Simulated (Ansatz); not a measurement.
OH on the 1x1 (110) surface of 3C silicon carbide (cut with top plane C + Si), one in a 2x2 cell, energies for each (54.3 Å²). Energies are against H2O(g) − ½ H2(g), without zero-point or thermal terms; each row is named by its start. No converged result for: 1 more start.

Host crystal: 3C silicon carbide, with a band gap (PBE, scalar-relativistic without spin-orbit coupling).

Level of theory: PBE (plane waves to 420 eV, PAW; Ansatz, a program for electronic structure).

Model: 50-atom slab, 7.7 Å thick at the start under the adsorbate (thin: gaps and levels are the slab's own), 3x3x1 mesh, Fermi-Dirac 0.01 eV, dipole correction, 24 atoms held, the rest relaxed; each run with such symmetry as its start has; spin-polarised, no spin-orbit, no U, no dispersion correction.

A negative adsorption energy means that the adsorbate is more stable on the surface than in its reference. Starts that drift may end in the same place. Heights count from the host atoms within 0.3 Å of the top one. Moments of ungapped slabs depend on the mesh.

```json
[
 {"starting site": "top Si", "E_ads (eV)": "-1.07", "height (Å)": "1.49", "nearest host atom (Å)": "Si 1.65", "bonded to": "Si", "change of the vacuum step (eV)": "0.28", "lateral drift (Å)": "1.1", "moment (μB)": "1.0"},
 {"starting site": "over Si at depth 1.5 Å", "E_ads (eV)": "0.13", "height (Å)": "1.15", "nearest host atom (Å)": "C 1.43", "bonded to": "C", "change of the vacuum step (eV)": "-0.84", "lateral drift (Å)": "0.2", "moment (μB)": "0.1"},
 {"starting site": "over C at depth 1.5 Å", "E_ads (eV)": "-1.07", "height (Å)": "1.48", "nearest host atom (Å)": "Si 1.65", "bonded to": "Si", "change of the vacuum step (eV)": "0.27", "lateral drift (Å)": "0.3", "moment (μB)": "1.0"},
 {"starting site": "hollow beside Si", "E_ads (eV)": "-1.07", "height (Å)": "1.49", "nearest host atom (Å)": "Si 1.65", "bonded to": "Si", "change of the vacuum step (eV)": "0.28", "lateral drift (Å)": "1.9", "moment (μB)": "1.0"},
 {"starting site": "hollow C-C-Si-Si", "E_ads (eV)": "-1.07", "height (Å)": "1.48", "nearest host atom (Å)": "Si 1.65", "bonded to": "Si", "change of the vacuum step (eV)": "0.28", "lateral drift (Å)": "1.0", "moment (μB)": "1.0"},
 {"starting site": "bridge C-Si (span 3.9 Å)", "E_ads (eV)": "-1.07", "height (Å)": "1.49", "nearest host atom (Å)": "Si 1.65", "bonded to": "Si", "change of the vacuum step (eV)": "0.27", "lateral drift (Å)": "1.1", "moment (μB)": "1.0"}
]
```
